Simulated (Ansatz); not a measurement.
Mg2C3 (Pnnm, No. 58; cell taken from a computed entry) was calculated with PBE-D4 (plane waves, PAW; Ansatz, a program for electronic structure).

Numerical settings: plane-wave cutoff 500 eV, 8×6×10 k mesh (along the axes of the cell as run), gaussian smearing 0.02 eV, scalar-relativistic PAW data made under PBE.

Cell (relaxed at this level):

```xyz
10
Lattice="5.2762 0.0000 0.0000 0.0000 6.3967 0.0000 0.0000 0.0000 3.7028" Properties=species:S:1:pos:R:3 pbc="T T T"
Mg     4.7073     1.3338     1.8514
Mg     0.5689     5.0629     1.8514
Mg     2.0692     1.8645     0.0000
Mg     3.2071     4.5321     0.0000
C      3.7340     5.6447     1.8514
C      1.5422     0.7520     1.8514
C      1.0959     3.9503     0.0000
C      4.1803     2.4464     0.0000
C      0.0000     3.1983     0.0000
C      2.6381     0.0000     1.8514
```

Task: Estimate the band gap that the calculation returns.

Result: 
- band gap: 1.64 eV (on the SCF k mesh)

Note: a distance lies near a switch of the dispersion term, which can move the cell; the relaxation could not lower the start's symmetry, so the cell can be a saddle point above a distorted one.

The computed numbers hold no vibrational or temperature effects.

It cost roughly 2.6 core-minutes of CPU time.
